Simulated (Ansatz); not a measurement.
Defect migration in wurtzite CdSe: interstitial Cd, charge state +2. Level of theory: PBE, PAW (plane waves to 420 eV; Ansatz, a program for electronic structure).

Cell of 72 host sites held at the relaxed PBE lattice; one k-point at (0.125, 0.250, 0.250); Fermi-Dirac width 0.01 eV, spin-restricted; finite-size errors left in. Static, classical nuclei. The charge state is imposed; whether it is stable for some Fermi level was not computed. Sites that were not tried may lie lower.

Barriers: single points on a 2×2×2 k-point mesh shifted by half a step along c at the bands' geometries.

Relaxed starting cell (atoms counted from 1):

```yaml
crystal:
  lattice:
    - [13.14850, 0.00000, 0.00000]
    - [-6.57425, 11.38694, 0.00000]
    - [0.00000, 0.00000, 14.30922]
  atoms:
    - { symbol: Cd, position: [0.23915, 0.11682, 0.24097] }
    - { symbol: Cd, position: [0.22225, 0.10999, 0.75200] }
    - { symbol: Cd, position: [0.22191, 0.44274, 0.25009] }
    - { symbol: Cd, position: [0.22270, 0.44420, 0.75410] }
    - { symbol: Cd, position: [0.22238, 0.77597, 0.24994] }
    - { symbol: Cd, position: [0.22273, 0.77576, 0.75354] }
    - { symbol: Cd, position: [0.55340, 0.10595, 0.24971] }
    - { symbol: Cd, position: [0.55501, 0.10892, 0.74766] }
    - { symbol: Cd, position: [0.55268, 0.44516, 0.24966] }
    - { symbol: Cd, position: [0.55540, 0.44320, 0.74750] }
    - { symbol: Cd, position: [0.55526, 0.77622, 0.25004] }
    - { symbol: Cd, position: [0.55425, 0.77592, 0.75381] }
    - { symbol: Cd, position: [0.87898, 0.11772, 0.24120] }
    - { symbol: Cd, position: [0.88893, 0.10962, 0.75201] }
    - { symbol: Cd, position: [0.89294, 0.44495, 0.24967] }
    - { symbol: Cd, position: [0.88926, 0.44314, 0.74760] }
    - { symbol: Cd, position: [0.88092, 0.75932, 0.24055] }
    - { symbol: Cd, position: [0.88833, 0.77557, 0.75191] }
    - { symbol: Cd, position: [0.11054, 0.22213, 0.00052] }
    - { symbol: Cd, position: [0.11561, 0.23317, 0.50830] }
    - { symbol: Cd, position: [0.11040, 0.55623, 0.99939] }
    - { symbol: Cd, position: [0.11393, 0.55796, 0.50397] }
    - { symbol: Cd, position: [0.11070, 0.88980, 0.99932] }
    - { symbol: Cd, position: [0.11657, 0.88479, 0.50870] }
    - { symbol: Cd, position: [0.44624, 0.22424, 0.99386] }
    - { symbol: Cd, position: [0.45370, 0.22853, 0.50083] }
    - { symbol: Cd, position: [0.44451, 0.55619, 0.99922] }
    - { symbol: Cd, position: [0.44252, 0.55828, 0.50440] }
    - { symbol: Cd, position: [0.44471, 0.89059, 0.99962] }
    - { symbol: Cd, position: [0.44301, 0.88742, 0.50352] }
    - { symbol: Cd, position: [0.77688, 0.22413, 0.99370] }
    - { symbol: Cd, position: [0.77261, 0.22860, 0.50129] }
    - { symbol: Cd, position: [0.77646, 0.55428, 0.99433] }
    - { symbol: Cd, position: [0.77321, 0.54815, 0.50002] }
    - { symbol: Cd, position: [0.77825, 0.88990, 0.99978] }
    - { symbol: Cd, position: [0.76722, 0.88523, 0.50854] }
    - { symbol: Se, position: [0.21564, 0.10805, 0.43591] }
    - { symbol: Se, position: [0.22194, 0.11142, 0.93948] }
    - { symbol: Se, position: [0.22302, 0.44677, 0.43764] }
    - { symbol: Se, position: [0.22149, 0.44384, 0.94118] }
    - { symbol: Se, position: [0.22299, 0.77709, 0.43756] }
    - { symbol: Se, position: [0.22197, 0.77838, 0.94057] }
    - { symbol: Se, position: [0.55355, 0.10850, 0.43701] }
    - { symbol: Se, position: [0.55487, 0.11055, 0.93505] }
    - { symbol: Se, position: [0.55353, 0.44713, 0.43687] }
    - { symbol: Se, position: [0.55488, 0.44544, 0.93491] }
    - { symbol: Se, position: [0.55331, 0.77715, 0.43761] }
    - { symbol: Se, position: [0.55597, 0.77851, 0.94088] }
    - { symbol: Se, position: [0.89148, 0.10842, 0.43633] }
    - { symbol: Se, position: [0.88883, 0.11133, 0.93957] }
    - { symbol: Se, position: [0.89224, 0.44701, 0.43693] }
    - { symbol: Se, position: [0.88977, 0.44548, 0.93499] }
    - { symbol: Se, position: [0.89228, 0.78519, 0.43551] }
    - { symbol: Se, position: [0.88859, 0.77789, 0.93937] }
    - { symbol: Se, position: [0.10863, 0.21659, 0.19175] }
    - { symbol: Se, position: [0.11147, 0.22221, 0.69223] }
    - { symbol: Se, position: [0.11225, 0.55504, 0.18748] }
    - { symbol: Se, position: [0.11219, 0.55514, 0.68985] }
    - { symbol: Se, position: [0.10925, 0.88913, 0.19023] }
    - { symbol: Se, position: [0.11121, 0.88767, 0.69249] }
    - { symbol: Se, position: [0.45387, 0.22646, 0.18308] }
    - { symbol: Se, position: [0.44288, 0.22050, 0.68624] }
    - { symbol: Se, position: [0.44334, 0.55532, 0.18738] }
    - { symbol: Se, position: [0.44374, 0.55520, 0.69017] }
    - { symbol: Se, position: [0.44385, 0.88682, 0.18761] }
    - { symbol: Se, position: [0.44366, 0.88664, 0.68952] }
    - { symbol: Se, position: [0.77291, 0.22613, 0.18299] }
    - { symbol: Se, position: [0.77829, 0.22036, 0.68649] }
    - { symbol: Se, position: [0.77218, 0.54430, 0.18343] }
    - { symbol: Se, position: [0.77836, 0.55582, 0.68579] }
    - { symbol: Se, position: [0.78142, 0.88946, 0.19093] }
    - { symbol: Se, position: [0.77694, 0.88745, 0.69240] }
    - { symbol: Cd, position: [0.99982, 0.00085, 0.34627] }
```
Cell charge +2.

End state 1 differs by these moves (Å; atoms that move under 0.08 Å are left out):

```json
[
 {"atom": "1", "element": "Cd", "Δx": "-0.08", "Δy": "-0.12", "Δz": "0.14"},
 {"atom": "13", "element": "Cd", "Δx": "-0.11", "Δy": "0.06", "Δz": "-1.64"},
 {"atom": "14", "element": "Cd", "Δx": "-0.02", "Δy": "0.01", "Δz": "-0.24"},
 {"atom": "17", "element": "Cd", "Δx": "0.08", "Δy": "0.12", "Δz": "0.14"},
 {"atom": "18", "element": "Cd", "Δx": "0.08", "Δy": "-0.03", "Δz": "-0.01"},
 {"atom": "19", "element": "Cd", "Δx": "0.07", "Δy": "0.01", "Δz": "-0.19"},
 {"atom": "20", "element": "Cd", "Δx": "0.13", "Δy": "-0.04", "Δz": "0.08"},
 {"atom": "23", "element": "Cd", "Δx": "0.06", "Δy": "-0.03", "Δz": "0.04"},
 {"atom": "24", "element": "Cd", "Δx": "-0.08", "Δy": "0.05", "Δz": "-0.12"},
 {"atom": "25", "element": "Cd", "Δx": "-0.03", "Δy": "0.00", "Δz": "0.09"},
 {"atom": "26", "element": "Cd", "Δx": "-0.09", "Δy": "-0.07", "Δz": "-0.04"},
 {"atom": "27", "element": "Cd", "Δx": "0.04", "Δy": "-0.02", "Δz": "0.07"},
 {"atom": "31", "element": "Cd", "Δx": "-0.30", "Δy": "0.18", "Δz": "-0.11"},
 {"atom": "33", "element": "Cd", "Δx": "-0.02", "Δy": "0.02", "Δz": "0.08"},
 {"atom": "34", "element": "Cd", "Δx": "0.01", "Δy": "0.11", "Δz": "-0.03"},
 {"atom": "35", "element": "Cd", "Δx": "0.03", "Δy": "-0.06", "Δz": "-0.21"},
 {"atom": "36", "element": "Cd", "Δx": "0.10", "Δy": "-0.09", "Δz": "0.09"},
 {"atom": "44", "element": "Se", "Δx": "-0.10", "Δy": "-0.05", "Δz": "-0.04"},
 {"atom": "49", "element": "Se", "Δx": "0.00", "Δy": "0.00", "Δz": "0.48"},
 {"atom": "50", "element": "Se", "Δx": "-0.09", "Δy": "0.06", "Δz": "-0.01"},
 {"atom": "52", "element": "Se", "Δx": "0.00", "Δy": "0.13", "Δz": "-0.04"},
 {"atom": "56", "element": "Se", "Δx": "0.05", "Δy": "0.02", "Δz": "0.11"},
 {"atom": "61", "element": "Se", "Δx": "-0.11", "Δy": "-0.03", "Δz": "0.06"},
 {"atom": "67", "element": "Se", "Δx": "-0.14", "Δy": "0.09", "Δz": "-0.09"},
 {"atom": "69", "element": "Se", "Δx": "-0.03", "Δy": "0.10", "Δz": "0.06"},
 {"atom": "72", "element": "Se", "Δx": "0.01", "Δy": "-0.06", "Δz": "0.11"},
 {"atom": "73", "element": "Cd", "Δx": "-1.26", "Δy": "0.69", "Δz": "-0.55"}
]
```

What is the computed forward and backward barriers to end state 1 (PBE, PAW)?

forward 0.18 eV, backward 0.068 eV; at the saddle point atom 13 has neighbours Cd at 3.18; Se at 2.55, 2 Se at 2.68, Se at 3.14 Å. The saddle point's order was not checked.
